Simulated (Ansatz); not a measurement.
For GaN (model structure, started from the MgO type, Pm-3n, No. 223, 12 atoms in the cell), PBE (Ansatz, an electronic-structure program, plane waves, PAW) gives:

* **lattice parameter a**: 5.572 Å
* **cohesive energy**: 4.27 eV/atom

Problem. What does r²SCAN in Ansatz (PAW) give for the same quantities?

Solution. 
- lattice constant a: 5.509 Å (drops by 1.1 %)
- cohesive energy: 4.30 eV/atom (goes up by 0.03 eV/atom)

Changes are worked out from the printed values.

Unless a cell is named, each level is at its own relaxed cell (PBE 14.41, r²SCAN 13.93 Å³/atom).

Ansatz's density-functional and Hartree–Fock values are scalar-relativistic unless marked +SOC, with PAW data made under PBE.

A model structure was made by putting elements into a prototype or built by hand; it is no filed structure, need not be a known phase, and can be a saddle point held by its symmetry.
